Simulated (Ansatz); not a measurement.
An Ansatz (an electronic-structure program) run: NiP with a change (biaxial strain −2.98 %, plane normal [001], relaxed out of plane); PBEsol/PAW in Ansatz, no SOC.

Input:

Ansatz 0.2 input:
```yaml
crystal:
  lattice:
    - [4.6595678245, 0, 0]
    - [0, 6.667262323, 0]
    - [0, 0, 6.0281822984]
  atoms:
    - { symbol: Ni, position: [0.9853852498, 0.0993284888, 0.3059421583] }
    - { symbol: Ni, position: [0.0146147502, 0.9006715112, 0.6940578417] }
    - { symbol: Ni, position: [0.5146147502, 0.9006715112, 0.8059421583] }
    - { symbol: Ni, position: [0.4853852498, 0.0993284888, 0.1940578417] }
    - { symbol: Ni, position: [0.4853852498, 0.4006715112, 0.6940578417] }
    - { symbol: Ni, position: [0.5146147502, 0.5993284888, 0.3059421583] }
    - { symbol: Ni, position: [0.0146147502, 0.5993284888, 0.1940578417] }
    - { symbol: Ni, position: [0.9853852498, 0.4006715112, 0.8059421583] }
    - { symbol: P, position: [0.8245421875, 0.3825763539, 0.4409005176] }
    - { symbol: P, position: [0.1754578125, 0.6174236461, 0.5590994824] }
    - { symbol: P, position: [0.6754578125, 0.6174236461, 0.9409005176] }
    - { symbol: P, position: [0.3245421875, 0.3825763539, 0.0590994824] }
    - { symbol: P, position: [0.3245421875, 0.1174236461, 0.5590994824] }
    - { symbol: P, position: [0.6754578125, 0.8825763539, 0.4409005176] }
    - { symbol: P, position: [0.1754578125, 0.8825763539, 0.0590994824] }
    - { symbol: P, position: [0.8245421875, 0.1174236461, 0.9409005176] }
basis: { ecutwfc: 420, ecutrho_ratio: 4, xc_grid: 2, fft_grid_basis: typed }
kpoints: { mp_grid: { grid: [8, 6, 7] } }
hamiltonian:
  xc: pbesol
  dispersion: none
  pseudopotentials: { kind: paw }
scf: { occupations: { method: fermi_dirac, width: 0.05 } }
relax: { f_tol: 0.005, max_steps: 50, cell: { stress_tol: 0.01, fix: [a, b, gamma] } }
output: { forces: true, stress: true }
checkpoint: { write: state.ck, write_every: 1000 }
```

Output (explanatory and most iteration lines left out):

```
Relaxation: its limit of steps is 50 (relax.max_steps)
Pseudopotential: Ni, paw, valence charge 18
Pseudopotential: P, paw, valence charge 5
Crystal: 16 atoms, lattice volume = 187.275 Å³
Basis set: ecut = 420 eV, 3653 PW (Γ), exchange–correlation on 64×90×90 points (8 copies of the dense FFT grid, shifted against one another)
Bands: 111, of which v1, the nominal top of the filled ones, is band 92 counted from 1 (91 counted from 0)
Symmetry: 8 space group operations
Space group: Pbca (ITA 61), of the structure as read, at distance tolerance 5.7e-5 Å
k-points: 80 of 336
Functional: x = pbesol(κ = 0.804, μ = 0.12345679012345678), c = pbesol(β = 0.046)
SCF iter   1: F=—  HF=-52368.318279 eV  |F-HF|=—  |Δ(HF+E_count)|=         —  Δρ=1.66e-2  dr2=2.62e-1  ethr=1.77e-3  ⟨swp⟩=5.9  Hψ=34263  notcnv=0  defer=85
SCF iter   2: F=—  HF=-52368.268955 eV  |F-HF|=—  |Δ(HF+E_count)|=   4.93e-2  Δρ=4.23e-3  dr2=2.14e-2  ethr=1.42e-4  ⟨swp⟩=2.2  Hψ=14504  notcnv=0  defer=634
SCF 1 converged in 8 iterations: F = -52368.262854 eV  dr2 = 5.93e-9
relax step   1: F+E_penalty+E_count = -52368.26285378 eV  Δ(F+E_penalty+E_count) = +0.000e0 eV  max|allowed force component| = 1.823e-1 eV/Å  Δτ_max = 0.0000 Å  P = +9.215 GPa  Ω = 187.275 Å³  fix = [a, b, gamma]  reactions: a +12.599, b +11.664 GPa  (8 SCF iters, dr2 threshold 1.00e-7 eV, accepted)
[... steps on the carried basis left out ...]
relax step   8: F+E_penalty+E_count = -52368.32318105 eV  Δ(F+E_penalty+E_count) = +2.159e-6 eV  max|allowed force component| = 1.753e-4 eV/Å  Δτ_max = 0.0001 Å  P = +6.127 GPa  Ω = 189.857 Å³  energy of the carried Pulay correction = -3.163e-6 eV  fix = [a, b, gamma]  reactions: a +10.497, b +7.883 GPa  (6 SCF iters, dr2 threshold 6.74e-10 eV, accepted)
Crystal: 16 atoms, lattice volume = 189.857 Å³
SCF iter   1: F=—  HF=-52368.323172 eV  |F-HF|=—  |Δ(HF+E_count)|=         —  Δρ=7.32e-7  dr2=5.76e-10  ethr=3.24e-7  ⟨swp⟩=3.0  Hψ=60365  notcnv=0
SCF iter   2: F=—  HF=-52368.323184 eV  |F-HF|=—  |Δ(HF+E_count)|=   1.20e-5  Δρ=5.13e-7  dr2=2.61e-10  ethr=1.00e-12  ⟨swp⟩=3.9  Hψ=26414  notcnv=0
SCF 9 converged in 9 iterations: F = -52368.323184 eV  dr2 = 2.76e-15
SCF converged after 9 iterations
Free energy (F): -52368.323184 eV
Internal energy: -52368.286366 eV  (E = F + TS)
E sigma→0 (E₀):  -52368.304775 eV
Entropy (-TS):   -0.036818 eV (-2.301 meV/atom)
Fermi energy:    15.334043 eV
--- Forces (eV/Å), atoms counted from 1 ---
  atom   1  Ni    -0.00002699     0.00000960    -0.00017563
  atom   2  Ni     0.00002699    -0.00000960     0.00017563
  atom   3  Ni     0.00002699    -0.00000960    -0.00017563
  atom   4  Ni    -0.00002699     0.00000960     0.00017563
  atom   5  Ni    -0.00002699    -0.00000960     0.00017563
  atom   6  Ni     0.00002699     0.00000960    -0.00017563
  atom   7  Ni     0.00002699     0.00000960     0.00017563
  atom   8  Ni    -0.00002699    -0.00000960    -0.00017563
  atom   9  P     -0.00000829     0.00001597     0.00005144
  atom  10  P      0.00000829    -0.00001597    -0.00005144
  atom  11  P      0.00000829    -0.00001597     0.00005144
  atom  12  P     -0.00000829     0.00001597    -0.00005144
  atom  13  P     -0.00000829    -0.00001597    -0.00005144
  atom  14  P      0.00000829     0.00001597     0.00005144
  atom  15  P      0.00000829     0.00001597    -0.00005144
  atom  16  P     -0.00000829    -0.00001597     0.00005144
--- Stress (GPa, compression-positive) ---
       10.497213      -0.000000       0.000000
       -0.000000       7.883258       0.000000
        0.000000       0.000000      -0.000716
  P = ⅓ Tr σ = 6.1266 GPa (61.266 kbar)
--- Relaxed structure (7 steps of the walk, 7 accepted, 2 SCFs on fresh bases) ---
  cell:  # Å, volume = 189.8568 Å³
    - [4.6595678245, 4.750153318601699e-97, 1.176397792228593e-34]
    - [6.796878904318765e-97, 6.667262323, 5.102526069325308e-18]
    - [1.5219309202243904e-34, 4.613431396290263e-18, 6.111290490068928]
  atoms:
    - { symbol: Ni, position: [0.9899737153764564, 0.10230511954419873, 0.30448537006122733] }
    - { symbol: Ni, position: [0.010026284623543495, 0.8976948804558014, 0.6955146299387727] }
    - { symbol: Ni, position: [0.5100262846235435, 0.8976948804558014, 0.8044853700612274] }
    - { symbol: Ni, position: [0.4899737153764564, 0.10230511954419873, 0.1955146299387727] }
    - { symbol: Ni, position: [0.4899737153764564, 0.3976948804558013, 0.6955146299387727] }
    - { symbol: Ni, position: [0.5100262846235435, 0.6023051195441987, 0.30448537006122733] }
    - { symbol: Ni, position: [0.010026284623543495, 0.6023051195441987, 0.1955146299387727] }
    - { symbol: Ni, position: [0.9899737153764564, 0.3976948804558013, 0.8044853700612274] }
    - { symbol: P, position: [0.823079571519135, 0.3832570073531883, 0.44303521192487966] }
    - { symbol: P, position: [0.17692042848086506, 0.6167429926468116, 0.5569647880751203] }
    - { symbol: P, position: [0.676920428480865, 0.6167429926468116, 0.9430352119248798] }
    - { symbol: P, position: [0.32307957151913497, 0.3832570073531883, 0.05696478807512039] }
    - { symbol: P, position: [0.32307957151913497, 0.11674299264681166, 0.5569647880751203] }
    - { symbol: P, position: [0.676920428480865, 0.8832570073531886, 0.44303521192487966] }
    - { symbol: P, position: [0.17692042848086506, 0.8832570073531886, 0.05696478807512039] }
    - { symbol: P, position: [0.823079571519135, 0.11674299264681166, 0.9430352119248798] }
```

Without a gap, meshes like the base's 8×6×7 leave anisotropic stresses uncertain by several tenths of a GPa, and small strain energies with them. Whether these cells are dynamically stable was not tested. The final runs are not spin-polarised. The cell was made from NiP (space group Pbca, No. 61; non-magnetic) by this change: biaxial strain −2.98 %, plane normal [001], relaxed out of plane.
